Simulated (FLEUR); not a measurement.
Worked example: self-consistent single point of Al2Au (Fm-3m, 3 atoms in the cell) in FLEUR.

Computed with PBE, all-electron FLAPW (FLEUR), scalar-relativistic valence run with FLEUR.

The change in words: lattice scaled by 0.98. Reference geometry:
```
Al2Au
1.0
    0.00000     3.02966     3.02966
    3.02966     0.00000     3.02966
    3.02966     3.02966     0.00000
Al Au
2 1
Direct
  0.25000   0.25000   0.25000
  0.75000   0.75000   0.75000
  0.00000   0.00000   0.00000
```

Reference input (self-consistent single point, DFT, PBE, all-electron FLAPW (FLEUR), scalar-relativistic valence): Kmax = 4.4 1/bohr; GmaxXC = 13.2 1/bohr; xcFunctional = pbe; jspins = 1; l_soc = F; mode = hist; fermiSmearingEnergy = 0.00367493 Htr; mesh (inpgen div1-3) = 6 6 6; inpgen gamma flag = true; Gmax = 13.2 1/bohr; numbands = 0; maxIterBroyd = 99. This run's input differs from it in these lines:

```diff
@@ -3,5 +3,5 @@
 &input film=f /
--0.0000000000 3.0296560000 3.0296560000
-3.0296560000 -0.0000000000 3.0296560000
-3.0296560000 3.0296560000 0.0000000000
+0.0000000000 2.9690630000 2.9690630000
+2.9690630000 0.0000000000 2.9690630000
+2.9690630000 2.9690630000 0.0000000000
 1.8897261246
@@ -44,5 +44,5 @@
          <bravaisMatrix>
-            <row-1>    0.0000000000000000     5.7252200917511376     5.7252200917511376</row-1>
-            <row-2>    5.7252200917511376     0.0000000000000000     5.7252200917511376</row-2>
-            <row-3>    5.7252200917511376     5.7252200917511376     0.0000000000000000</row-3>
+            <row-1>    0.0000000000000000     5.6107159166832492     5.6107159166832492</row-1>
+            <row-2>    5.6107159166832492     0.0000000000000000     5.6107159166832492</row-2>
+            <row-3>    5.6107159166832492     5.6107159166832492     0.0000000000000000</row-3>
          </bravaisMatrix>
```

Output, abridged:

```
 Iteration:     1   Distance:      18.07619247 me/bohr^3
 Iteration:     2   Distance:      15.16942825 me/bohr^3
 Iteration:     3   Distance:       5.74712200 me/bohr^3
 Iteration:     4   Distance:       4.91700688 me/bohr^3
 Iteration:     5   Distance:       1.74109130 me/bohr^3
   [... 7 lines left out ...]
 Iteration:    13   Distance:       0.00024563 me/bohr^3
 Iteration:    14   Distance:       0.00040928 me/bohr^3
 Iteration:    15   Distance:       0.00002810 me/bohr^3
 Iteration:    16   Distance:       0.00000129 me/bohr^3
 Run finished successfully
 Stop message:
   Structural relaxation: Done

[file out, last iteration]
             iter=     17
[...]
          total density-effective poten   -3.4349231462E+04
          total charge density-energy d   -4.0282513730E+02
 Updated energy parameters for spin:           1
[...]
 fermi energy and band-weighting factors:
    0.582029    0.582029

[...]
FERMIE:
          first approx. to ef    (T=0)  :   0.364309 htr   (energy of the highest occ. eigenvalue)
          number of occ. states  (T=0)  :        178
          first approx. to seigv (T=0)  :  -7.843129 htr
          sum of weights of occ. states :  11.550926
          sum of semicore charge        :   0.000000 e
FERHIS:  Fermi-Energy by histogram:
          bandgap                     :   0.016186 htr
   [... lines left out ...]
          charge neutrality (T=0)     :   0.101852    (zero if the highest occ. eigenvalue is "entirely" occupied)
     EF_NEWTON:  Adjust Fermi-Energy by Newton-Method.
 Direct bandgap for spin            1 :    7.3466123457598176E-002  Htr
 ---->    free energy=                    -19533.6072650105 htr
   [... lines left out ...]
      extrapolation for T->0
 ---->    total electron energy=          -19533.6067571131 htr
 ***** TOTAL FORCES ON ATOMS *****
 TOTAL FORCE FOR ATOM TYPE=  1  X=  2.805   Y=  2.805   Z=  2.805
                       FX_TOT= 0.000000 FY_TOT= 0.000000 FZ_TOT= 0.000000
 TOTAL FORCE FOR ATOM TYPE=  2  X=  0.000   Y=  0.000   Z=  0.000
                       FX_TOT= 0.000000 FY_TOT= 0.000000 FZ_TOT= 0.000000
 Structural relaxation: Done
```

The run converged in 16 iterations. FLEUR gives forces in its relaxation mode, with a further iteration, so its stop message speaks of a relaxation. Against the reference run the free energy goes up by 23.3 meV/atom.

The starting cell comes from a database of computed structures (which also holds hypothetical and non-ambient phases and stackings), without a prior relaxation at this level. Its lattice was rescaled by a random factor within 2.5 % of one. For this run, on top of that: lattice scaled by 0.98. Spin-orbit coupling is off. Values depend on the basis (sphere radii, cutoffs, local orbitals), which need not be converged. The log's line on a gap gives a spacing of levels on this mesh, which the program prints for metals too.

Cost on one core of a shared machine: roughly 70 s.
